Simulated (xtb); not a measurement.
xtb 6.7.1, GFN2-xTB: Al(GeH3)(OH)2 ([OH][Al]([OH])[GeH3]), 9 atoms. The geometry is a generated start, not checked to be a minimum at this level.

```yaml
run_flags: --grad
method: GFN2-xTB
"--acc": 1 (default)
"--etemp (K)": 300 (default)
basis_functions: 33
valence_electrons: 24
```

```xyz
9

Al    -0.8022     0.1363     0.3645
Ge     1.3668    -0.2265    -0.6092
H      1.6796    -1.6379    -1.0336
H      1.6592     0.5470    -1.8665
H      2.5619     0.1013     0.2455
O     -1.0606    -0.6655     1.7784
H     -1.2565    -1.1010     2.5946
O     -1.8041     1.1332    -0.4764
H     -2.3441     1.7132    -0.9972
```

One run each on 1 thread. Values of broydamp tried: 0.02, 0.05, 0.1, 0.2, 0.4 (default), 0.6, 0.8, 1.

Task: Which value of broydamp needs the fewest SCC iterations, and what happens away from it?

Result: Fewest SCC iterations, within one of each other: 0.4 (default) with 14, 0.6 with 13, 0.8 with 13. The count rises to 22 at 0.02. All converge to one solution.

```csv
broydamp,SCC iterations,end
0.02,22,same solution
0.05,20,same solution
0.1,17,same solution
0.2,15,same solution
0.4 (default),14,same solution
0.6,13,same solution
0.8,13,same solution
1,15,same solution
```
